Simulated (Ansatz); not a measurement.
Levels about the gap of amorphous hafnia (Hf18O35) (53 atoms in a cell of 686 Å³, 9.13 g/cm³; zone centre alone, so wide bands show as single levels with stretches between that a denser mesh fills), at the geometry that PBE relaxed, where it gives -1.8 GPa on a denser mesh. The participation number counts the atoms over which a state spreads; weights are charges in smoothed Voronoi cells. The levels come from a single point, so bond lengths are those of that geometry. Method of the levels: PBE, scalar-relativistic without spin-orbit coupling (Ansatz, a quantum-chemistry and plane-wave program). Sampling: the zone centre alone; Fermi-Dirac width 0.02 eV; no spin polarisation. The usual formal charges leave 2 electrons over, so the level spacing at the Fermi energy parts defect or band states and needn't be the band gap.

Preparation: random packing, a CHGNet melt and quench, and a DFT relaxation. O atoms were pushed apart under 1.9 Å during the dynamics, to hinder bonds among them. The hot cell started wider than the set density and was brought back towards it in steps. It is the lowest in DFT energy of 2 quenches. It is a model cell: composition and starting density were chosen by hand, and all elements were melted together. No dispersion term was used. Its density started from a set value of 9.13 and ended at 9.13 g/cm³. The simulated quench (nominally 450 K/ps over its main leg) is rapid and tends to freeze in more defects than a deposited or slowly cooled glass has. Values belong to this one cell and scatter from quench to quench. The volume was held where the preparation left it, at a PBE pressure of -1.8 GPa (tension). Stress components on the final sampling reach 2.3 GPa. On a 2×2×2 Γ-centred mesh force components of up to 0.19 eV/Å stay, since the relaxation ran on the zone centre alone.

```
E - E(highest filled), eV  filling  participation number        largest on  weight O  weight Hf
-------------------------  -------  --------------------  ----------------  --------  ---------
-2.86                       filled                  18.0   O, 3 neighbours      0.95       0.05
-2.84                       filled                  20.0   O, 3 neighbours      0.94       0.06
-2.74                       filled                  11.4   O, 3 neighbours      0.95       0.05
-2.66                       filled                  13.0   O, 3 neighbours      0.95       0.05
-2.57                       filled                  11.5   O, 3 neighbours      0.95       0.05
-2.38                       filled                   5.9   O, 2 neighbours      0.96       0.04
0.00                        filled                   8.9  Hf, 5 neighbours      0.38       0.62
1.39                         empty                  16.8  Hf, 6 neighbours      0.41       0.59
1.62                         empty                  13.4  Hf, 6 neighbours      0.39       0.61
1.68                         empty                  22.7  Hf, 7 neighbours      0.37       0.63
1.75                         empty                  29.3  Hf, 6 neighbours      0.44       0.56
1.81                         empty                  28.6  Hf, 5 neighbours      0.41       0.59
1.92                         empty                  25.3  Hf, 6 neighbours      0.39       0.61
1.98                         empty                  13.4  Hf, 6 neighbours      0.37       0.63
```

Most localised among these is the filled level at -2.38 eV, on a O atom, which has 2 neighbours (Hf 1.97 Å, Hf 2.04 Å).
